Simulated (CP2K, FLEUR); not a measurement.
A FLEUR input for a self-consistent single point of Zr3Au (Pm-3n, 8 atoms in the cell) (DFT, PBEsol, all-electron FLAPW (FLEUR), scalar-relativistic valence):

Input of the input generator:

```
Zr3Au crystal
&input film=f /
10.4805061249 0.0000000000 0.0000000000
0.0000000000 10.4805061249 0.0000000000
0.0000000000 0.0000000000 10.4805061249
1.0
1.0 1.0 1.0

8
40 0.5000000000 0.2500000000 0.0000000000
40 0.5000000000 0.7500000000 0.0000000000
40 0.2500000000 0.0000000000 0.5000000000
40 0.7500000000 0.0000000000 0.5000000000
40 0.0000000000 0.5000000000 0.2500000000
40 0.0000000000 0.5000000000 0.7500000000
79 0.5000000000 0.5000000000 0.5000000000
79 0.0000000000 0.0000000000 0.0000000000

&comp jspins=1 /
&exco xctyp='PBEs' /
&kpt div1=5 div2=5 div3=5 /
&end /
```

```xml
<?xml version="1.0" encoding="UTF-8" standalone="no"?>
<fleurInput fleurInputVersion="0.39">
   <comment>
      Zr3Au crystal                                                                                       
   </comment>
   <calculationSetup>
      <cutoffs Kmax="4.1" Gmax="14.3" GmaxXC="14.3" numbands="0"/>
      <scfLoop itmax="100" minDistance="0.00001" maxIterBroyd="99" imix="Anderson" alpha="0.05" precondParam="0.0" spinf="2.0"/>
      <coreElectrons ctail="T" frcor="F" kcrel="0" coretail_lmax="0"/>
      <xcFunctional name="PBEs" relativisticCorrections="F"/>
      <magnetism jspins="1"/>
      <soc l_soc="F" theta="0.0" phi="0.0" spav="F"/>
      <expertModes spex="0" secvar="F"/>
      <geometryOptimization l_f="T" forcealpha="1.0" forcemix="BFGS" epsdisp="0.00001" epsforce="0.00001"/>
      <ldaU l_linMix="F" mixParam="0.05" spinf="1.0"/>
   </calculationSetup>
   <cell>
      <bzIntegration valenceElectrons="106.0" mode="hist" fermiSmearingEnergy="0.00367493">
         <kPointListSelection listName="default-1"/>
         <!-- k-points included here -->
         <xi:include xmlns:xi="http://www.w3.org/2001/XInclude" href="kpts.xml"> </xi:include>
      </bzIntegration>
      <!-- symmetry operations included here -->
      <xi:include xmlns:xi="http://www.w3.org/2001/XInclude" href="sym.xml"> </xi:include>
      <bulkLattice scale="1.0">
         <bravaisMatrix>
            <row-1>   10.4805061248999998     0.0000000000000000     0.0000000000000000</row-1>
            <row-2>    0.0000000000000000    10.4805061248999998     0.0000000000000000</row-2>
            <row-3>    0.0000000000000000     0.0000000000000000    10.4805061248999998</row-3>
         </bravaisMatrix>
      </bulkLattice>
   </cell>
   <atomSpecies>
      <species name="Zirconium (Zr)" element="Zr" atomicNumber="40">
         <mtSphere radius="2.44" gridPoints="843" logIncrement="0.015"/>
         <atomicCutoffs lmax="10" lnonsphr="8"/>
         <electronConfig flipSpins="F">
            <coreConfig>(1s1/2) (2s1/2) (2p1/2) (2p3/2) (3s1/2) (3p1/2) (3p3/2) (3d3/2) (3d5/2)</coreConfig>
            <valenceConfig>(4s1/2) (4p1/2) (4p3/2) (5s1/2) (4d3/2) (4d5/2)</valenceConfig>
            <stateOccupation state="(4d3/2)" spinUp="0.4" spinDown="0.4"/>
            <stateOccupation state="(4d5/2)" spinUp="0.6" spinDown="0.6"/>
         </electronConfig>
         <energyParameters s="5" p="5" d="4" f="4"/>
         <lo type="SCLO" l="0" n="4" eDeriv="0"/>
         <lo type="SCLO" l="1" n="4" eDeriv="0"/>
      </species>
      <species name="Gold (Au)" element="Au" atomicNumber="79">
         <mtSphere radius="2.68" gridPoints="925" logIncrement="0.015"/>
         <atomicCutoffs lmax="10" lnonsphr="8"/>
         <electronConfig flipSpins="F">
            <coreConfig>(1s1/2) (2s1/2) (2p1/2) (2p3/2) (3s1/2) (3p1/2) (3p3/2) (4s1/2) (3d3/2) (3d5/2) (4p1/2) (4p3/2) (5s1/2) (4d3/2) (4d5/2) (4f5/2) (4f7/2)</coreConfig>
            <valenceConfig>(5p1/2) (5p3/2) (6s1/2) (5d3/2) (5d5/2)</valenceConfig>
            <stateOccupation state="(6s1/2)" spinUp="0.5" spinDown="0.5"/>
         </electronConfig>
         <energyParameters s="6" p="6" d="5" f="5"/>
         <lo type="SCLO" l="1" n="5" eDeriv="0"/>
      </species>
   </atomSpecies>
   <atomGroups>
      <atomGroup species="Zirconium (Zr)">
         <relPos label="                   1">1.000/2.000 1.000/4.000 .0000000000</relPos>
         <relPos label="                   2">1.000/2.000 -1.000/4.000 .0000000000</relPos>
         <relPos label="                   3">1.000/4.000 .0000000000 1.000/2.000</relPos>
         <relPos label="                   4">-1.000/4.000 .0000000000 1.000/2.000</relPos>
         <relPos label="                   5">.0000000000 1.000/2.000 1.000/4.000</relPos>
         <relPos label="                   6">.0000000000 1.000/2.000 -1.000/4.000</relPos>
         <force calculate="T" relaxXYZ="TTT"/>
      </atomGroup>
      <atomGroup species="Gold (Au)">
         <relPos label="                   7">1.000/2.000 1.000/2.000 1.000/2.000</relPos>
         <relPos label="                   8">.0000000000 .0000000000 .0000000000</relPos>
         <force calculate="T" relaxXYZ="TTT"/>
      </atomGroup>
   </atomGroups>
   <output dos="F" band="F" slice="F">
      <checks vchk="F" cdinf="F"/>
      <bandDOS minEnergy="-.5*Htr" maxEnergy="0.5*Htr" sigma="0.015" storeEVData="T"/>
      <vacuumDOS vacdos="F" integ="F" star="F" nstars="0" locx1="0.0" locy1="0.0" locx2="0.0" locy2="0.0" nstm="0" tworkf="0.0"/>
      <unfoldingBand unfoldBand="F" supercellX="1" supercellY="1" supercellZ="1"/>
      <plotting iplot="0" polar="F">
         <plot TwoD="T" vec1="  1.0  0.0  0.0" vec2="  0.0  1.0  0.0" vec3="  0.0  0.0  1.0" zero="  0.0  0.0  0.0" file="plot"/>
      </plotting>
      <chargeDensitySlicing numkpt="0" minEigenval="0.0" maxEigenval="0.0" nnne="0" pallst="F"/>
      <specialOutput eonly="F"/>
      <magneticCircularDichroism mcd="F" energyLo="-10.0" energyUp="0.0"/>
   </output>
  <!-- We include the file relax.xml here to enable relaxations (see documentation) -->
  <xi:include xmlns:xi="http://www.w3.org/2001/XInclude" href="relax.xml"> <xi:fallback/> </xi:include>
</fleurInput>
```

Problem. Write the same calculation as an input for CP2K.

Solution. This is the input that was run; spellings and numerical settings could be chosen otherwise.

```
&GLOBAL
  PROJECT zr3au
  RUN_TYPE ENERGY_FORCE
  PRINT_LEVEL MEDIUM
&END GLOBAL
&FORCE_EVAL
  METHOD Quickstep
  STRESS_TENSOR ANALYTICAL
  &DFT
    BASIS_SET_FILE_NAME BASIS_MOLOPT
    POTENTIAL_FILE_NAME GTH_POTENTIALS
    &QS
      METHOD GPW
      EPS_DEFAULT 1E-10
    &END QS
    &MGRID
      CUTOFF 500
      REL_CUTOFF 50
      NGRIDS 5
    &END MGRID
    &SCF
      SCF_GUESS ATOMIC
      EPS_SCF 1E-6
      MAX_SCF 100
      ADDED_MOS 16
      &DIAGONALIZATION
        ALGORITHM STANDARD
      &END DIAGONALIZATION
      &MIXING
        METHOD BROYDEN_MIXING
        ALPHA 0.2
        NBUFFER 10
        BETA 1
      &END MIXING
      &SMEAR ON
        METHOD FERMI_DIRAC
        ELECTRONIC_TEMPERATURE [K] 1160.45
      &END SMEAR
    &END SCF
    &KPOINTS
      SCHEME MONKHORST-PACK 5 5 5
    &END KPOINTS
    &XC
      &XC_FUNCTIONAL
        &PBE
          PARAMETRIZATION PBESOL
        &END PBE
      &END XC_FUNCTIONAL
    &END XC
    &PRINT
      &MO
        EIGENVALUES T
        OCCUPATION_NUMBERS T
        NDIGITS 8
        FILENAME mo
        &EACH
          QS_SCF 0
        &END EACH
        ADD_LAST NUMERIC
      &END MO
      &MULLIKEN ON
      &END MULLIKEN
    &END PRINT
  &END DFT
  &SUBSYS
    &CELL
      A 5.54604500 0.00000000 0.00000000
      B 0.00000000 5.54604500 0.00000000
      C 0.00000000 0.00000000 5.54604500
      PERIODIC XYZ
    &END CELL
    &COORD
      SCALED
      Zr       0.50000000     0.25000000     0.00000000
      Zr       0.50000000     0.75000000     0.00000000
      Zr       0.25000000     0.00000000     0.50000000
      Zr       0.75000000     0.00000000     0.50000000
      Zr       0.00000000     0.50000000     0.25000000
      Zr       0.00000000     0.50000000     0.75000000
      Au       0.50000000     0.50000000     0.50000000
      Au       0.00000000     0.00000000     0.00000000
    &END COORD
    &KIND Zr
      BASIS_SET DZVP-MOLOPT-SR-GTH-q12
      POTENTIAL GTH-PBE-q12
    &END KIND
    &KIND Au
      BASIS_SET DZVP-MOLOPT-SR-GTH-q11
      POTENTIAL GTH-PBE-q11
    &END KIND
  &END SUBSYS
  &PRINT
    &FORCES ON
    &END FORCES
    &STRESS_TENSOR ON
    &END STRESS_TENSOR
  &END PRINT
&END FORCE_EVAL
```

Basis, cutoffs, solver keys and any potentials are the target program's own. This input uses DFT PBEsol, GPW, DZVP-MOLOPT-SR-GTH basis, GTH-PBE potentials (GTH_POTENTIALS).

The starting cell comes from a database of computed structures (which also holds hypothetical and non-ambient phases and stackings), without a prior relaxation at this level. Its lattice was rescaled by a random factor within 2.5 % of one.
